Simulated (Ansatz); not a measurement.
Electronic density of states of amorphous Mo$_{30}$N$_{15}$, density 8.89 g/cm³, on a 2×2×2 Γ-centred mesh with a Gaussian width of 0.1 eV; energies count from the Fermi level. Cell and mesh are small, so fine structure isn't converged. These are PBE, scalar-relativistic without spin-orbit coupling (plane waves to 420 eV, PAW; Ansatz, a quantum-chemistry and plane-wave program) values and carry that method's errors. Sampling: a 2×2×2 Γ-centred mesh; Fermi-Dirac width 0.1 eV; no spin polarisation, though the count of electrons is odd. The usual formal charges leave 135 electrons over, so the level spacing at the Fermi energy parts defect or band states and needn't be the band gap.

It comes from a melt-quench run on a machine-learned potential (CHGNet), relaxed afterwards by DFT. N atoms were pushed apart under 1.9 Å during the dynamics, to hinder bonds among them. The hot cell started wider than the set density and was brought back towards it in steps. It is the lowest in DFT energy of 2 quenches. It is a model cell: composition and starting density were chosen by hand, and all elements were melted together. No dispersion term was used. Its density started from a set value of 9.69 and ended at 8.89 g/cm³. The quench (nominally 380 K/ps over its main leg) was far faster than any real one, so the model tends to hold more defects than a real film. Values belong to this one cell and scatter from quench to quench. Volume and shape were free in the relaxation. Stress components on the final sampling reach 0.6 GPa. On a 2×2×2 Γ-centred mesh force components of up to 0.50 eV/Å stay, since the relaxation ran on one k-point at (1/4, 1/4, 1/4).

| E - EF (eV) | states/(eV atom) |
|---|---|
| -12.00 | 0.00 |
| -11.90 | 0.00 |
| -11.80 | 0.00 |
| -11.70 | 0.00 |
| -11.60 | 0.00 |
| -11.50 | 0.00 |
| -11.40 | 0.00 |
| -11.30 | 0.00 |
| -11.20 | 0.00 |
| -11.10 | 0.00 |
| -11.00 | 0.00 |
| -10.90 | 0.00 |
| -10.80 | 0.00 |
| -10.70 | 0.00 |
| -10.60 | 0.00 |
| -10.50 | 0.00 |
| -10.40 | 0.00 |
| -10.30 | 0.00 |
| -10.20 | 0.00 |
| -10.10 | 0.00 |
| -10.00 | 0.00 |
| -9.90 | 0.00 |
| -9.80 | 0.00 |
| -9.70 | 0.00 |
| -9.60 | 0.00 |
| -9.50 | 0.00 |
| -9.40 | 0.00 |
| -9.30 | 0.00 |
| -9.20 | 0.00 |
| -9.10 | 0.00 |
| -9.00 | 0.00 |
| -8.90 | 0.00 |
| -8.80 | 0.00 |
| -8.70 | 0.00 |
| -8.60 | 0.00 |
| -8.50 | 0.00 |
| -8.40 | 0.00 |
| -8.30 | 0.00 |
| -8.20 | 0.00 |
| -8.10 | 0.00 |
| -8.00 | 0.00 |
| -7.90 | 0.06 |
| -7.80 | 0.20 |
| -7.70 | 0.37 |
| -7.60 | 0.56 |
| -7.50 | 0.61 |
| -7.40 | 0.61 |
| -7.30 | 0.63 |
| -7.20 | 0.64 |
| -7.10 | 0.65 |
| -7.00 | 0.64 |
| -6.90 | 0.62 |
| -6.80 | 0.71 |
| -6.70 | 0.76 |
| -6.60 | 0.70 |
| -6.50 | 0.71 |
| -6.40 | 0.70 |
| -6.30 | 0.69 |
| -6.20 | 0.71 |
| -6.10 | 0.70 |
| -6.00 | 0.76 |
| -5.90 | 0.81 |
| -5.80 | 0.71 |
| -5.70 | 0.66 |
| -5.60 | 0.65 |
| -5.50 | 0.50 |
| -5.40 | 0.51 |
| -5.30 | 0.59 |
| -5.20 | 0.58 |
| -5.10 | 0.51 |
| -5.00 | 0.40 |
| -4.90 | 0.41 |
| -4.80 | 0.37 |
| -4.70 | 0.34 |
| -4.60 | 0.29 |
| -4.50 | 0.24 |
| -4.40 | 0.26 |
| -4.30 | 0.31 |
| -4.20 | 0.28 |
| -4.10 | 0.31 |
| -4.00 | 0.43 |
| -3.90 | 0.43 |
| -3.80 | 0.47 |
| -3.70 | 0.57 |
| -3.60 | 0.64 |
| -3.50 | 0.74 |
| -3.40 | 0.77 |
| -3.30 | 0.72 |
| -3.20 | 0.86 |
| -3.10 | 0.92 |
| -3.00 | 0.80 |
| -2.90 | 0.81 |
| -2.80 | 0.93 |
| -2.70 | 0.84 |
| -2.60 | 0.75 |
| -2.50 | 0.82 |
| -2.40 | 0.90 |
| -2.30 | 0.82 |
| -2.20 | 0.85 |
| -2.10 | 0.78 |
| -2.00 | 0.74 |
| -1.90 | 0.74 |
| -1.80 | 0.74 |
| -1.70 | 0.76 |
| -1.60 | 0.75 |
| -1.50 | 0.75 |
| -1.40 | 0.77 |
| -1.30 | 0.80 |
| -1.20 | 0.79 |
| -1.10 | 0.74 |
| -1.00 | 0.70 |
| -0.90 | 0.62 |
| -0.80 | 0.70 |
| -0.70 | 0.64 |
| -0.60 | 0.64 |
| -0.50 | 0.63 |
| -0.40 | 0.59 |
| -0.30 | 0.57 |
| -0.20 | 0.68 |
| -0.10 | 0.71 |
| 0.00 | 0.64 |
| 0.10 | 0.62 |
| 0.20 | 0.64 |
| 0.30 | 0.64 |
| 0.40 | 0.62 |
| 0.50 | 0.70 |
| 0.60 | 0.75 |
| 0.70 | 0.71 |
| 0.80 | 0.70 |
| 0.90 | 0.73 |
| 1.00 | 0.80 |
| 1.10 | 0.80 |
| 1.20 | 0.81 |
| 1.30 | 0.84 |
| 1.40 | 0.80 |
| 1.50 | 0.84 |
| 1.60 | 0.95 |
| 1.70 | 0.89 |
| 1.80 | 0.91 |
| 1.90 | 0.99 |
